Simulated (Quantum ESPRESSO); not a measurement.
Quantum ESPRESSO run on InSb (R3m, 2 atoms in the cell): relaxation of the atoms.

Method: LDA (PZ), GBRV 1.5 ultrasoft (LDA) pseudopotentials (plane waves; Quantum ESPRESSO 7.5).

Input:

```fortran
&control
   calculation = 'relax',
   prefix = 'run',
   outdir = './work',
   pseudo_dir = './',
   forc_conv_thr = 1.9e-03,
/
&system
   ibrav = 0,
   nat = 2,
   ntyp = 2,
   ecutwfc = 40,
   ecutrho = 200,
   occupations = 'smearing',
   smearing = 'fd',
   degauss = 0.000734986,
/
&electrons
   conv_thr = 1.0e-11,
   mixing_beta = 0.4,
/
&ions
/
ATOMIC_SPECIES
In   114.8180  in_lda_v1.4.uspp.F.UPF
Sb   121.7600  sb_lda_v1.4.uspp.F.UPF
ATOMIC_POSITIONS crystal
In    0.0134050000    0.0134050000    0.0134050000
Sb    0.2500000000    0.2500000000    0.2500000000
K_POINTS automatic
7 7 7  0 0 0
CELL_PARAMETERS angstrom
   0.0000000000     3.2302800000     3.2302800000
   3.2302800000     0.0000000000     3.2302800000
   3.2302800000     3.2302800000     0.0000000000
```

Output (repeated stretches shortened):

```
     Self-consistent Calculation

     iteration #  1     ecut=    40.00 Ry     beta= 0.40

     total energy              =    -316.85065864 Ry
     estimated scf accuracy    <       4.54905776 Ry

     iteration #  2     ecut=    40.00 Ry     beta= 0.40

     total energy              =    -317.66947453 Ry
     estimated scf accuracy    <       0.10696106 Ry

     iteration #  3     ecut=    40.00 Ry     beta= 0.40

     total energy              =    -317.68600175 Ry
     estimated scf accuracy    <       0.01044932 Ry

   [... 7 blocks of this kind left out ...]

     iteration # 11     ecut=    40.00 Ry     beta= 0.40

     total energy              =    -317.68540921 Ry
     estimated scf accuracy    <          2.2E-11 Ry

     iteration # 12     ecut=    40.00 Ry     beta= 0.40
     End of self-consistent calculation

     the Fermi energy is     7.4271 ev

!    total energy              =    -317.68540922 Ry
     estimated scf accuracy    <          1.0E-12 Ry
     smearing contrib. (-TS)   =      -0.00000594 Ry
     internal energy E=F+TS    =    -317.68540327 Ry

     convergence has been achieved in  12 iterations

     Forces acting on atoms (cartesian axes, Ry/au):

     atom    1 type  1   force =    -0.02891171   -0.02891171   -0.02891171
     atom    2 type  2   force =     0.02891171    0.02891171    0.02891171

     Total force =     0.070819     Total SCF correction =     0.000002

     BFGS Geometry Optimization
     Energy error            =      5.0E-03 Ry
     Gradient error          =      2.9E-02 Ry/Bohr

     number of scf cycles    =   1
     number of bfgs steps    =   0

   [... lines left out ...]
     the Fermi energy is     7.2534 ev
!    total energy              =    -317.69196022 Ry
     Total force =     0.000319     Total SCF correction =     0.000000
     bfgs converged in   5 scf cycles and   4 bfgs steps
   [... lines left out ...]
     (criteria: energy <  1.0E-04 Ry, force <  1.9E-03 Ry/Bohr)

     End of BFGS Geometry Optimization

     Final energy             =    -317.6919602216 Ry

     File ./work/run.bfgs deleted, as requested
Begin final coordinates

ATOMIC_POSITIONS (crystal)
In               0.0067472398        0.0067472398        0.0067472398
Sb               0.2566577602        0.2566577602        0.2566577602
End final coordinates

   JOB DONE.
```

The run converged. 

Summary of the result:
```
Quantity                                     Result
------------------------------------  -------------
Free energy E − TS                    -4322.4193 eV
Fermi level (on the code's own zero)        7.25 eV
Largest force (vector length)            0.006 eV/Å
Relaxation steps                                  4
```

The starting cell has typed, rounded lattice constants, without a prior relaxation at this level. Its lattice was rescaled by up to half a per cent. For this run, on top of that: one atom moved by 0.15 angstrom. The relaxation keeps the symmetry of its start, so its end need not be a minimum. The run gives no clean gap (levels at the Fermi energy touch, overlap or are partly filled at this smearing), which alone does not show that the compound is a metal.

Cost on one core of a shared machine: roughly 2 min.
